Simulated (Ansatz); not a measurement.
Consider Mo-vacancy pair (Mo on one host Rh site, one Rh site vacant) in fcc Rh, neutral cell. The step: direct exchange of Mo with the vacancy (Mo-vacancy distance between ideal sites 2.71 Å throughout); the atom moves 2.68 Å along (0.00, 0.50, 0.50) of the unit cell; the moving atom starts with neighbours 4 Rh at 2.67, Rh at 2.69, 6 Rh at 2.71 Å and ends with 4 Rh at 2.67, Rh at 2.69, 6 Rh at 2.71 Å. A PBE band in Ansatz (plane-wave PAW, a 2×2×2 k-point mesh shifted by half a step, 32 host sites, 23 SCF runs with any check of the saddle's order, static, no finite-size correction) gives a forward barrier of 1.87 eV. The saddle point's order was not checked, and it lies on a symmetry element of the cell, where a band can be held. Forms of the defect that were not tried may lie lower. The start lies 0.50 eV above the lowest site run (PBE).

Single points at the band's start and saddle point can refine it. Rough cost of one point, in units of the band's mean SCF on the same machine:

```tsv
Level	Cost of one point
PBE, a 4×4×4 k-point mesh shifted by half a step	about 7
r2SCAN at 500 eV, a 2×2×2 k-point mesh shifted by half a step	about 4
```

### Question
Which of these move the barrier by more than 0.1 eV, and how far does each move it?

### Answer
PBE, a 4×4×4 k-point mesh shifted by half a step: +0.13 eV; r2SCAN at 500 eV, a 2×2×2 k-point mesh shifted by half a step: -0.06 eV. Each functional is compared with PBE at the same k-points.

Ansatz is an electronic-structure program.
